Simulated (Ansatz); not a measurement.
# Short convergence ladders for the (001) slab of LuBRh3 (cut from a parent of space group no. 221; 10 atoms in the cell)

```yaml
crystal:
  lattice:
    - [4.15822, 0.00000, 0.00000]
    - [0.00000, 4.15822, 0.00000]
    - [0.00000, 0.00000, 20.23741]
  atoms:
    - { symbol: Lu, position: [0.00000, 0.00000, 0.44863] }
    - { symbol: B, position: [0.50000, 0.50000, 0.34589] }
    - { symbol: Rh, position: [0.00000, 0.50000, 0.34589] }
    - { symbol: Rh, position: [0.50000, 0.00000, 0.34589] }
    - { symbol: Rh, position: [0.50000, 0.50000, 0.44863] }
    - { symbol: Lu, position: [0.00000, 0.00000, 0.65411] }
    - { symbol: B, position: [0.50000, 0.50000, 0.55137] }
    - { symbol: Rh, position: [0.00000, 0.50000, 0.55137] }
    - { symbol: Rh, position: [0.50000, 0.00000, 0.55137] }
    - { symbol: Rh, position: [0.50000, 0.50000, 0.65411] }
```

Base method: PBEsol, default PAW files made with PBE (plane waves; Ansatz, a program for electronic structure).

Base settings: basis.ecutwfc = 420 eV; kpoints.mp_grid.grid = 7 7 1; hamiltonian.xc = pbesol; hamiltonian.pseudopotentials = {kind: paw} (the program's default PAW files); scf.occupations.method = gaussian; scf.occupations.width = 0.1 eV.

The count of work is k-points × plane waves × bands × iterations; it is no time. Core times come from one kind of shared machine, to one figure; runs under 30 s give none.

**The vacuum**

The mesh stays at the base's, so the ladder's end is converged at best in this setting alone.

Only quantities that move along the ladder and can be compared are tabulated.

```csv
vacuum between outermost atoms (Å),free energy less the last step's (meV/atom),largest difference of a force vector from the last step's (eV/Å),count of work / last,core time / last (rough)
3.0,-250.49,1.533,0.23,–
4.0,-69.44,0.651,0.31,0.3
5.0,-15.20,0.178,0.31,0.4
6.0,-3.33,0.059,0.34,–
7.0,-1.60,0.045,0.39,0.4
8.0,-1.27,0.035,0.43,0.4
10.0,-0.90,0.022,0.49,0.5
14.0,-0.46,0.011,0.56,0.7
20.0,-0.19,0.004,0.72,0.8
30.0,0.00,0.000,1.0,1
```

Smallest vacuum between outermost atoms (Å) that holds the free energy within 5 meV/atom of the last step, with all finer ones: 6.0, at 0.34 of the last step's count of work; the step before is off by 15 meV/atom.

**The k-point mesh**

Only quantities that move along the ladder and can be compared are tabulated.

| kpoints.mp_grid.grid | free energy less the last step's (meV/atom) | largest difference of a force vector from the last step's (eV/Å) | count of work / last | core time / last (rough) |
|---|---|---|---|---|
| 2 2 1 | 61.93 | 0.677 | 0.057 | – |
| 3 3 1 | 1.33 | 0.303 | 0.057 | – |
| 4 4 1 | -0.27 | 0.087 | 0.11 | 0.1 |
| 5 5 1 | -1.68 | 0.073 | 0.098 | – |
| 6 6 1 | -1.24 | 0.028 | 0.16 | 0.2 |
| 7 7 1 | -0.53 | 0.027 | 0.15 | 0.2 |
| 9 9 1 | 0.17 | 0.022 | 0.23 | 0.3 |
| 13 13 1 | 0.10 | 0.003 | 0.42 | 0.5 |
| 17 17 1 | -0.04 | 0.001 | 0.68 | 0.9 |
| 20 20 1 | 0.00 | 0.000 | 1.0 | 1 |

Coarsest kpoints.mp_grid.grid that holds the free energy within 5 meV/atom of the last step, with all finer ones: 3 3 1, at 0.057 of the last step's count of work; the step before is off by 62 meV/atom.

Coarsest kpoints.mp_grid.grid that holds the forces within 0.02 eV/Å of the last step, with all finer ones: 13 13 1, at 0.42 of the last step's count of work; the step before is off by 0.022 eV/Å.

**The depth of the slab**

On a (001) slab of LuBRh3 (cut from a parent of space group no. 221; 5 atoms in the cell), and deeper slabs.

Surface energy = (E_slab − N e_bulk)/2A, with e_bulk from the bulk crystal on its finest mesh (165 k-points); errors per atom of slab and bulk, whose meshes differ, grow with N. The bulk cell stands at -5.3 GPa at this level, so the slab is strained in the plane.

The mesh stays at the base's, so the ladder's end is converged at best in this setting alone.

Only quantities that move along the ladder and can be compared are tabulated.

```csv
atoms,unrelaxed surface energy (J/m²),count of work / last,core time / last (rough)
5,2.451,0.035,–
10,2.496,0.11,0.08
15,2.505,0.21,0.1
20,2.503,0.30,0.2
25,2.509,0.46,0.4
30,2.511,0.67,0.5
35,2.512,1.0,1
```

Smallest size that holds the unrelaxed surface energy within 0.02 J/m² of the last step, with all finer ones: 10, at 0.11 of the last step's count of work and about 0.08 of the last step's time; the step before is off by 0.061 J/m².

On the base run: the starting cell comes from a database of computed structures (which also holds hypothetical and non-ambient phases and stackings), without a prior relaxation at this level. The slab is cut from that crystal, and its faces are unrelaxed. Its lattice was rescaled by up to half a per cent. Spin polarisation is off. The two faces of this cut differ, and no dipole correction was used. In the base run, forces exceed 1 eV/Å.

Keys are those of Ansatz 0.2.
